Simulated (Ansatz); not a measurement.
Base system: PbTe in the rock salt structure (space group Fm-3m, No. 225; a = 6.5695 Å).

Method: PBE/PAW in Ansatz (a quantum-chemistry and plane-wave program), without spin-orbit coupling.

Strains are applied to the cell and any free atomic positions relax.

One change was made to it. Results:

| quantity | base | after |
|---|---|---|
| pressure | -0.01 GPa | -1.08 GPa |
| width of the top valence band | 2.52 eV | 2.36 eV |
| band gap | 0.83 eV | 0.88 eV |
| electron mass | 0.31 mₑ along k, 0.11 mₑ across (at L) | 0.32 mₑ along k, 0.11 mₑ across (at L) |

Q: Which of these changes matches the shifts?
(A) isotropic strain +1.00 %
(B) isotropic strain +2.50 %
(C) isotropic strain +3.00 %

A: A, isotropic strain +1.00 %. For comparison, the band gap in the other runs: isotropic strain +3.00 % gives 0.96 eV; isotropic strain +2.50 % gives 0.94 eV.

With Pb and Te present, leaving out spin-orbit coupling can change the band edges. Masses are band curvatures over ±0.01 Å⁻¹ around the edge. Along k means along the line from Γ to the band edge. Whether these cells are dynamically stable was not tested.
